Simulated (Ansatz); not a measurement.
The structure below was relaxed with PBE (Ansatz, a quantum-chemistry and plane-wave program), no spin-orbit coupling.

```
Na3LiCl4
1.0
    3.91849     0.00000     0.00000
    0.00000     5.60710     0.00000
    0.00000     0.00000     7.89843
Li Na Cl
1 3 4
Direct
  0.00000   0.00000   0.00000
  0.50000   0.50000   0.75531
  0.00000   0.00000   0.50000
  0.50000   0.50000   0.24469
  0.00000   0.50000   0.00000
  0.50000   0.00000   0.76824
  0.00000   0.50000   0.50000
  0.50000   0.00000   0.23176
```

Problem. Find the space group and the Wyckoff positions.

Solution. Space group Pmmm (No. 47); a = 3.9185 Å, b = 5.6071 Å, c = 7.8984 Å, α = β = γ = 90.00°

```csv
atom,site,symmetry,x,y,z
Li,1a,mmm,0.0000,0.0000,0.0000
Na,2t,mm2,0.5000,0.5000,0.2447
Na,1c,mmm,0.0000,0.0000,0.5000
Cl,1e,mmm,0.0000,0.5000,0.0000
Cl,2s,mm2,0.5000,0.0000,0.2318
Cl,1g,mmm,0.0000,0.5000,0.5000
```

These are small ordered cells, not random alloys; other orderings at the same x differ. Stability against distortions was not tested. The cell was made from NaCl by this change: x(Li) = 0.25, 8 atoms, Pmmm.
